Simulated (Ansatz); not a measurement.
Consider PbTe in the zinc blende structure (space group F-43m, No. 216; a = 7.284 Å; a hypothetical phase, not in the database extracts checked). Axes: x, y, z lie along the cube axes.

Method: r2SCAN in Ansatz (plane waves to 500 eV, PAW, no SOC).

For the base:

- Smallest direct gap: 1.37 eV
- Shortest interatomic distance: 3.154 Å
- Band gap: 0.75 eV

Modification: a free-standing slab of 1 layer (2 atoms, 2 a layer) is cut normal to [110], with 15 Å of vacuum and the in-plane cell held at bulk.

### Question
Predict the new gap character, smallest direct gap, shortest interatomic distance and band gap.

### Answer
The gap character comes out as indirect, Z–U (14 % along) → X; the smallest direct gap decreases by 0.067 eV, from 1.37 eV to 1.31 eV; the shortest interatomic distance decreases by 0.140 Å to 3.014 Å; the band gap grows by 0.33 eV, from 0.75 eV to 1.08 eV.

Spin-orbit coupling, missing from the scalar runs, can matter with Pb and Te. Stability against distortions was not tested. Labels are those of the standard path for the cell's own space group.

Ansatz is an electronic-structure program.
